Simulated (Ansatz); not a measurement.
The parent structure is HfO$_{2}$ in the fluorite structure (space group Fm-3m, No. 225; a = 5.0976 Å).

It is then changed as follows: every lattice vector is stretched by 4.12 %; the atoms relax in the strained cell.

Levels (all Ansatz, an electronic-structure program, PAW): PBE (420 eV, spin-orbit coupling left out); r2SCAN (500 eV, no spin-orbit coupling); HSE06 (420 eV, spin-orbit coupling left out); PBE+SOC (420 eV, with spin-orbit coupling).

One geometry, relaxed with PBE, under each level:

```json
[
 {"level": "PBE", "band gap": "3.44 eV", "lowest conduction level above the VBM at special points": "X 3.44 eV; Γ 3.55 eV; U 3.88 eV; K 3.88 eV", "electron mass": "1.4 mₑ along k, 0.80 mₑ across (at X)", "pressure": "-23.07 GPa"},
 {"level": "r2SCAN", "band gap": "3.90 eV", "lowest conduction level above the VBM at special points": "X 3.90 eV; Γ 4.03 eV; U 4.32 eV; K 4.32 eV", "electron mass": "1.4 mₑ along k, 0.83 mₑ across (at X)", "pressure": "-28.87 GPa"},
 {"level": "HSE06", "band gap": "___", "lowest conduction level above the VBM at special points": "___", "electron mass": "–", "pressure": "–"},
 {"level": "PBE+SOC", "band gap": "3.44 eV", "lowest conduction level above the VBM at special points": "X 3.44 eV; Γ 3.56 eV; U 3.87 eV; K 3.87 eV", "electron mass": "1.4 mₑ along k, 0.81 mₑ across (at X)", "pressure": "-23.22 GPa"}
]
```

Problem. Give the withheld HSE06 results.

Solution. 
- HSE06, band gap: 4.97 eV
- HSE06, lowest conduction level above the VBM at special points: X 4.97 eV; Γ 5.15 eV; U 5.44 eV

Single points use the geometry relaxed with PBE. Their cutoffs differ, which shifts pressures a little. HSE06 gaps are upper bounds (no full band path). Differences between runs with and without spin-orbit coupling are approximate. Spin-orbit coupling, missing from the scalar runs, can matter with Hf. Effective masses come from finite differences of ±0.01 Å⁻¹. Along k means along the line from Γ to the band edge. Stability against distortions was not tested. This is not the structure that HfO2 has at room temperature and ambient pressure.
